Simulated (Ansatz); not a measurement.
The starting structures come from a database of crystals and need not be the phases stable at ambient conditions.

Given:

```xyz
8
Lattice="6.4792 0.0000 0.0000 0.0000 9.1414 0.0000 0.0000 0.0000 4.5716" Properties=species:S:1:pos:R:3 pbc="T T T"
Te     4.8596     7.9964     3.4287
Te     1.6196     1.1449     1.1429
Te     1.6200     5.7156     1.1429
Te     4.8592     3.4258     3.4287
Pb     1.6198     8.0020     3.4287
Pb     4.8594     1.1393     1.1429
Pb     4.8595     5.7100     1.1429
Pb     1.6198     3.4313     3.4287
```

Space group of this cell: Pmmn. The cell was relaxed by PBE-D3(BJ); by r2SCAN its mean pressure is 1.4 GPa.

Transport runs along the normal of the first two printed cell vectors.

The gap is the functional's own, uncorrected, and κ follows it; spin-orbit coupling is left out. Mid-gap values are interpolated between the computed energies.

Problem. Give the band gap and the smallest decay constant κ at mid-gap that r2SCAN (Ansatz, a first-principles code) yields.

Solution. Gap 1.02 eV on a 6×4×8 mesh; κ = 0.074 1/Å, at (0.500, 0.000) of the in-plane reciprocal vectors. At the zone centre, at the nearest computed energy, the slowest state has κ = 0.11 1/Å.
